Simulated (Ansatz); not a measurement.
Consider MgO in the rock salt structure (space group Fm-3m, No. 225).

```
MgO
1.0
    0.00000     2.10744     2.10744
    2.10744     0.00000     2.10744
    2.10744     2.10744     0.00000
O Mg
1 1
Direct
  0.00000   0.00000   0.00000
  0.50000   0.50000   0.50000
```

Cartesian axes are those of the cell as printed.

Method: PBEsol (Ansatz, a quantum-chemistry and plane-wave program), scalar-relativistic without spin-orbit coupling, earlier PAW set.

Strains are applied to the cell and any free atomic positions relax; under biaxial strain the out-of-plane vector relaxes too.

One change was made to it. Results:

```json
[
 {"quantity": "valence-band top at Γ (three highest levels, from the VBM)", "base": "0.00, 0.00, 0.00 eV", "after": "0.00, 0.00, -0.03 eV"},
 {"quantity": "energy relative to the base (free energy F)", "base": "0 meV/atom", "after": "+0.9 meV/atom"},
 {"quantity": "gap character", "base": "direct at Γ", "after": "direct at Γ"}
]
```

Q: Which change produced these results?
(A) uniaxial strain ε_xx = −2.66 %
(B) biaxial strain +0.71 %, plane normal [001], relaxed out of plane
(C) uniaxial strain ε_xx = +5.95 %

A: B, biaxial strain +0.71 %, plane normal [001], relaxed out of plane. For comparison, the valence-band top at Γ in the other runs: uniaxial strain ε_xx = −2.66 % gives 0.00, 0.00, -0.06 eV; uniaxial strain ε_xx = +5.95 % gives 0.00, -0.11, -0.11 eV.

Stability against distortions was not tested. k-point labels follow each cell's own Brillouin zone.
